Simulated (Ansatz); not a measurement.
F on the 1x1 (111) surface of fcc Cu, one in a 2x2 cell, energies for each (22.8 Å²). Energies are against ½ F2(g), without zero-point or thermal terms; each row is named by its start.

Level of theory: PBE (plane waves to 420 eV, PAW; Ansatz, a quantum-chemistry and plane-wave program).

Slab: 17 atoms, 6.2 Å thick at the start under the adsorbate (thin: gaps and levels are the slab's own); k 6x6x1, smearing 0.1 eV, dipole-corrected; 8 atoms held, the rest relaxed; each run with such symmetry as its start has; no spin, no spin-orbit, no U, no dispersion correction.

A negative adsorption energy means that the adsorbate is more stable on the surface than in its reference. Heights count from the host atoms within 0.3 Å of the top one.

| starting site | E_ads (eV) | height (Å) | nearest host atom (Å) | bonded to | Δ work function (eV) | lateral drift (Å) |
|---|---|---|---|---|---|---|
| top Cu | ? | ? | Cu 1.83 | Cu | ? | 0.0 |
| hollow Cu-Cu-Cu over Cu at depth 2.1 Å | -2.65 | 1.49 | Cu 2.11 | 3 Cu | 1.04 | 0.0 |
| hollow Cu-Cu-Cu over Cu at depth 4.1 Å | -2.68 | 1.48 | Cu 2.10 | 3 Cu | 0.95 | 0.0 |
| bridge Cu-Cu (span 2.6 Å) | -2.60 | 1.56 | Cu 2.01 | 2 Cu | 1.23 | 0.0 |

**Question.** Complete the blanks.

**Answer.** 
- top Cu, E_ads (eV): -2.24
- top Cu, height (Å): 1.88
- top Cu, Δ work function (eV): 2.25
